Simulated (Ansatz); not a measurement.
The reference is CdTe in the zinc blende structure (space group F-43m, No. 216; a = 6.4086 Å). Axes: x, y, z lie along the cube axes.

Method: Ansatz (a program for electronic structure), LDA, PAW, cutoff 420 eV, no spin-orbit coupling.

For the base:

| Quantity | Result |
|---|---|
| Valley order | Γ 0.61 eV; L along ⟨111⟩ 1.68 eV |

The change: biaxial strain −2.08 %, plane normal [111], relaxed out of plane (Cartesian); in-plane vectors clamped, the third vector and the atoms free.

Question: What happens to the valley order?

Answer: The valley order (the lowest conduction-band minima on the path, energy above the VBM, named in the base's zone) changes from Γ 0.61 eV; L along ⟨111⟩ 1.68 eV to Γ 0.59 eV; L along [1-11] 1.52 eV; L along [111] 1.91 eV.

Question: Estimate the effect on the out-of-plane strain.

Answer: The out-of-plane strain is +1.81 %.

Spin-orbit coupling, missing from the scalar runs, can matter with Te. The levels and masses belong to the bands next to the band gap. No phonon test of stability was made.
